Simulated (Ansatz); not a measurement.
# PbTe: response to strain

Start from PbTe in the rock salt structure (space group Fm-3m, No. 225; a = 6.380 Å).

Strains are applied to the cell and any free atomic positions relax.

Level of theory: LDA (Ansatz, a first-principles code, PAW, scalar-relativistic without spin-orbit coupling).

Candidates:
(a) isotropic strain −1.00 %
(b) isotropic strain −3.00 %
(c) isotropic strain +1.50 %
(d) isotropic strain −2.00 %

Notes on the quantities. energy relative to the base: free energy F.

### Question
Order them by energy relative to the base, highest first.

### Answer
(b) isotropic strain −3.00 % (+45 meV/atom), (d) isotropic strain −2.00 % (+19 meV/atom), (c) isotropic strain +1.50 % (+9.5 meV/atom), (a) isotropic strain −1.00 % (+4.6 meV/atom)

Stability against distortions was not tested.
